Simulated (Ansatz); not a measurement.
Consider Nb in the bcc (W type) structure (space group Im-3m, No. 229; a = 3.273 Å; relaxed with 0.1 eV smearing). Axes: x, y, z lie along the cube axes.

Method: PBEsol in Ansatz (plane waves to 420 eV, PAW, no SOC), earlier PAW set.

Now apply this change: the cell is scaled by 1.0162 in all directions; the atoms relax in the strained cell.

Q: Predict the stress tensor and what it implies for the stiffness.

A: Stress of the strained cell less that of the base (GPa, compression positive):
```
   -8.0     0.0     0.0
    0.0    -8.0     0.0
    0.0     0.0    -8.0
```

Then B = −ΔP/(ΔV/V₀) with ΔV/V₀ = 0.0494 gives secant stiffness values (nonlinear terms included at this strain): B ≈ 162 GPa.

As a check, the harmonic strain energy −½ V₀ Δσ:ε is 21 meV/atom; the computed energy rise is 22 meV/atom.

No phonon test of stability was made. The final runs are not spin-polarised.

Ansatz is an electronic-structure program.
